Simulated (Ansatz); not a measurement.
The starting structures come from a database of crystals and need not be the phases stable at ambient conditions.

The decay constant κ of evanescent states in the gap governs leakage through a thin film.

Here is the system:

```xyz
4
Lattice="3.7882 0.0000 0.0000 0.0000 5.3465 0.0000 0.0000 0.0000 3.8655" Properties=species:S:1:pos:R:3 pbc="T T T"
Al     1.8941     2.6732     1.9327
Ga     0.0000     0.0000     0.0000
P      1.8941     4.0078     0.0000
P      0.0000     1.3387     1.9327
```

Space group of this cell: Pmm2. The cell is strained (lengths across the current scaled by 0.98, ions clamped); by PBEsol its mean pressure is 3.4 GPa.

Transport runs along the normal of the first two printed cell vectors.

The gap is the functional's own, uncorrected, and κ follows it; spin-orbit coupling is left out. Mid-gap values are interpolated between the computed energies.

Problem. State the band gap and the smallest decay constant κ at mid-gap according to PBEsol in Ansatz (a quantum-chemistry and plane-wave program).

Solution. Gap 1.39 eV on a 8×6×8 mesh; κ = 0.123 1/Å, at the zone centre.
